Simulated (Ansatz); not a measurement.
**Hypothetical rock salt GaSb: response to strain**

The reference is GaSb in the rock salt structure (space group Fm-3m, No. 225; a hypothetical phase, not in the database extracts checked; relaxed with 0.1 eV smearing).

```
GaSb
1.0
    0.00000     2.84949     2.84949
    2.84949     0.00000     2.84949
    2.84949     2.84949     0.00000
Sb Ga
1 1
Direct
  0.00000   0.00000   0.00000
  0.50000   0.50000   0.50000
```

Cartesian axes are those of the cell as printed.

Strains are applied to the cell and any free atomic positions relax; under stress the whole cell relaxes.

The values are results of PBEsol (Ansatz, a first-principles code, PAW, without spin-orbit coupling), not measurements.

Candidates:
(a) strain tensor (xx, yy, zz, yz, xz, xy) = (+1.39, +1.72, −1.34, +0.56, +0.63, +0.54) %
(b) uniaxial stress, 0.5 GPa compression along z
(c) uniaxial strain ε_yy = −2.79 %
(d) uniaxial stress, 2 GPa tension along z

Notes on the quantities. energy relative to the base: free energy F.

### Question
Order them by energy relative to the base, highest first.

### Answer
(c) uniaxial strain ε_yy = −2.79 % (+8.3 meV/atom), (a) strain tensor (xx, yy, zz, yz, xz, xy) = (+1.39, +1.72, −1.34, +0.56, +0.63, +0.54) % (+5.5 meV/atom), (d) uniaxial stress, 2 GPa tension along z (+2.8 meV/atom), (b) uniaxial stress, 0.5 GPa compression along z (+0.1 meV/atom)

Beyond what the load breaks, stability against distortions was not tested. All final runs are without spin polarisation.
